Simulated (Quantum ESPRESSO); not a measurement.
Input and output of a self-consistent single point for WSi2 (I4/mmm, 3 atoms in the cell) (Quantum ESPRESSO).

Method: PBE, GBRV 1.5 ultrasoft (PBE) pseudopotentials (plane waves; Quantum ESPRESSO).

```xyz
3
Lattice="-1.6050 1.6050 3.9150 1.6050 -1.6050 3.9150 1.6050 1.6050 -3.9150" Properties=species:S:1:pos:R:3 pbc="T T T"
Si     0.0000     0.0000     5.2069
Si     0.0000     0.0000     2.6231
W      0.0000     0.0000     0.0000
```

Reference input (self-consistent single point, DFT, PBE, plane waves, GBRV 1.5 ultrasoft (PBE) pseudopotentials): ecutwfc = 40 Ry; ecutrho = 320 Ry; occupations = smearing; smearing = fermi-dirac; degauss = 0.0073499 Ry; potentials = {Si: si_pbe_v1.uspp.F.UPF, W: w_pbe_v1.2.uspp.F.UPF}; K_POINTS = automatic 12 12 12 0 0 0; conv_thr = 1e-11 Ry; mixing_beta = 0.3. This run's input differs from it in these lines:

```diff
@@ -16,3 +16,3 @@
  smearing = 'fermi-dirac'
- degauss = 0.0073499
+ degauss = 0.02205
 /
@@ -30,3 +30,3 @@
 K_POINTS automatic
-12 12 12  0 0 0
+14 14 14  0 0 0
 CELL_PARAMETERS angstrom
```

Output, abridged:

```
     Self-consistent Calculation

     iteration #  1     ecut=    40.00 Ry     beta= 0.30

     Threshold (ethr) on eigenvalues was too large:
     Diagonalizing with lowered threshold

     negative rho (up, down):  6.294E-02 0.000E+00

     total energy              =    -178.41096919 Ry
     estimated scf accuracy    <       0.04706825 Ry

     iteration #  2     ecut=    40.00 Ry     beta= 0.30

     negative rho (up, down):  6.452E-02 0.000E+00

     total energy              =    -178.40875080 Ry
     estimated scf accuracy    <       0.01558774 Ry

     iteration #  3     ecut=    40.00 Ry     beta= 0.30

     negative rho (up, down):  6.578E-02 0.000E+00

     total energy              =    -178.40896927 Ry
     estimated scf accuracy    <       0.00255661 Ry

   [... 6 blocks of this kind left out ...]

     iteration # 10     ecut=    40.00 Ry     beta= 0.30

     negative rho (up, down):  6.599E-02 0.000E+00

     total energy              =    -178.40920375 Ry
     estimated scf accuracy    <          8.6E-10 Ry

     iteration # 11     ecut=    40.00 Ry     beta= 0.30

     negative rho (up, down):  6.599E-02 0.000E+00
     End of self-consistent calculation

     Number of k-points >= 100: set verbosity='high' to print the bands.

     the Fermi energy is    16.8116 ev

!    total energy              =    -178.40920375 Ry
     estimated scf accuracy    <          6.7E-12 Ry
     smearing contrib. (-TS)   =      -0.01264780 Ry
     internal energy E=F+TS    =    -178.39655596 Ry

     convergence has been achieved in  11 iterations

     negative rho (up, down):  6.599E-02 0.000E+00

     Forces acting on atoms (cartesian axes, Ry/au):

     atom    1 type  1   force =    -0.00000000    0.00000000    0.00748102
     atom    2 type  1   force =     0.00000000    0.00000000   -0.00748102
     atom    3 type  2   force =     0.00000000   -0.00000000    0.00000000

     Total force =     0.010580     Total SCF correction =     0.000002

     negative rho (up, down):  6.599E-02 0.000E+00
          total   stress  (Ry/bohr**3)                   (kbar)     P=       32.07
   0.00018705   0.00000000  -0.00000000           27.52        0.00       -0.00
   0.00000000   0.00018705  -0.00000000            0.00       27.52       -0.00
  -0.00000000  -0.00000000   0.00027993           -0.00       -0.00       41.18

   JOB DONE.
```

The run converged in 11 iterations. Against the reference run the free energy drops by 21.2 meV/atom, the pressure goes from 2.50 to 3.21 GPa and the largest force goes from 0.131 to 0.192 eV/Å.

The starting cell has typed, rounded lattice constants, without a prior relaxation at this level. Spin polarisation is off. With a pressure of about 3 GPa the cell is away from its equilibrium volume at this level.

Cost on one core of a shared machine: roughly 2 min.
